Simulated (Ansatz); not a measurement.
Worked example: relaxation of cell and atoms of Cr (P6_3/mmc, 2 atoms in the cell) in Ansatz (an electronic-structure program).

Method of the run: LDA (PW92), default PAW files made with PBE (plane waves; Ansatz).

The change in words: atoms on their sites; basis.ecutwfc: 420 eV → 250 eV; relax: default → cell and atoms. Reference geometry:
```
Cr
1.0
    2.43626     0.00000     0.00000
   -1.21813     2.10986     0.00000
    0.00000     0.00000     4.46821
Cr
2
Direct
  0.33333   0.66667   0.26119
  0.66667   0.33333   0.75000
```

Reference input (self-consistent single point, DFT, LDA (PW92), plane waves, default PAW files made with PBE): basis.ecutwfc = 420 eV; kpoints.mp_grid.grid = 15 15 8; hamiltonian.xc = lda; hamiltonian.pseudopotentials = {kind: paw} (the program's default PAW files); scf.occupations.method = gaussian; scf.occupations.width = 0.1 eV. This run's input differs from it in these lines:

Ansatz 0.2 input:
```diff
@@ -7,6 +7,6 @@
   atoms:
-    - { symbol: Cr, position: [0.33333300, 0.66666700, 0.26119000] }
+    - { symbol: Cr, position: [0.33333300, 0.66666700, 0.25000000] }
     - { symbol: Cr, position: [0.66666700, 0.33333300, 0.75000000] }
 basis:
-  ecutwfc: 420.0
+  ecutwfc: 250.0
 kpoints:
@@ -22,2 +22,4 @@
     width: 0.1
+relax:
+  cell: {}
 output:
```

The program printed (abridged):

```
   [... SCF lines of the steps left out ...]
relax step   1: F+E_penalty+E_count = -6641.67163991 eV  Δ(F+E_penalty+E_count) = +0.000e0 eV  max|allowed force component| = 6.939e-18 eV/Å  Δτ_max = 0.0000 Å  P = +2.379 GPa  Ω = 22.967 Å³  (6 SCF iters, dr2 threshold 1.00e-7 eV, accepted)
relax step   2: F+E_penalty+E_count = -6641.55354373 eV  Δ(F+E_penalty+E_count) = +1.181e-1 eV  max|allowed force component| = 3.469e-18 eV/Å  Δτ_max = 0.0000 Å  P = -2.505 GPa  Ω = 23.092 Å³  energy of the carried Pulay correction = -1.188e-1 eV  [...]
   [... lines left out ...]
relax step  70: F+E_penalty+E_count = -6641.67414081 eV  Δ(F+E_penalty+E_count) = +8.496e-4 eV  max|allowed force component| = 1.214e-17 eV/Å  Δτ_max = 0.0000 Å  P = -0.013 GPa  Ω = 23.382 Å³  energy of the carried Pulay correction = -8.501e-4 eV  [...]
relax step  71: F+E_penalty+E_count = -6641.67119166 eV  Δ(F+E_penalty+E_count) = +2.949e-3 eV  max|allowed force component| = 1.850e-17 eV/Å  Δτ_max = 0.0000 Å  P = +0.003 GPa  Ω = 23.382 Å³  stress off target by 2.77e-2 GPa  SCF on the basis [...]
basis re-selected at this cell: Δ(F+E_penalty+E_count) = +2.949e-3 eV, ΔP = +0.016 GPa vs the last step
the relaxation is at rest under the 24 symmetry operations that the run kept from its start: a minimum is not shown …
Free energy (F): -6641.671192 eV
Internal energy: -6641.654997 eV  (E = F + TS)
E sigma→0 (E₀):  -6641.663094 eV
Entropy (-TS):   -0.016195 eV (-8.097 meV/atom)
Fermi energy:    18.457994 eV
--- Forces (eV/Å), atoms counted from 1 ---
  atom   1  Cr    -0.00000000     0.00000000     0.00000000
   [... lines left out ...]
to start a new deck from the relaxed geometry:
  cell:  # Å, volume = 23.3823 Å³
    - [2.4701201987672974, 2.92687399688132e-7, 0.0]
    - [-1.2350603528583721, 2.1391866961898467, 0.0]
    - [0.0, 0.0, 4.425072888098534]
  atoms:
    - { symbol: Cr, position: [0.33333333333333337, 0.6666666666666665, 0.25] }
    - { symbol: Cr, position: [0.6666666666666667, 0.3333333333333333, 0.75] }
```

The run converged.  The full log also holds: “iter 5 did not close the SCF: its close was put off for the readings that it lacked (scf_convergence_deferred on its scf_iter line)”. The full log also holds: “iter 4 did not close the SCF: its close was put off for the readings that it lacked (scf_convergence_deferred on its scf_iter line)”.

Summary of the result:
- Free energy E − TS (on the zero of these files): -6641.6712 eV
- Fermi level (on the code's own zero): 18.46 eV
- Pressure: 0.00 GPa
- Final cell: a = 2.4701 Å, b = 2.4701 Å, c = 4.4251 Å, α = 90.00°, β = 90.00°, γ = 120.00°
- Final volume per atom: 11.69 Å³
- Relaxation steps: 71

The starting cell comes from a database of computed structures (which also holds hypothetical and non-ambient phases and stackings), without a prior relaxation at this level. Its lattice was rescaled by up to half a per cent. Spin polarisation is off. The relaxation keeps the symmetry of its start, so its end need not be a minimum. Ansatz's pressure includes its estimate of the finite-basis (Pulay) stress. Without the estimate this run gives -147.70 GPa. The cutoff lies below the one recommended for these files.

Cost on one core of a shared machine: roughly 2 min.
